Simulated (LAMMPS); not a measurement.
Surface tension of liquid Pt over temperature.

All values are model results, not measurements: classical MD, pair style eam, the elements' _u3.eam files (universal-3 set of Foiles, Baskes and Daw); code LAMMPS.

```tsv
T (K)	surface tension	excess energy
2040	1.01 ± 0.03 N/m	1.4 J/m²
2350	0.93 ± 0.03 N/m	1.4 J/m²
2760	0.86 ± 0.02 N/m	1.4 J/m²
```

Uncertainties are statistical and leave out the potential's own error.
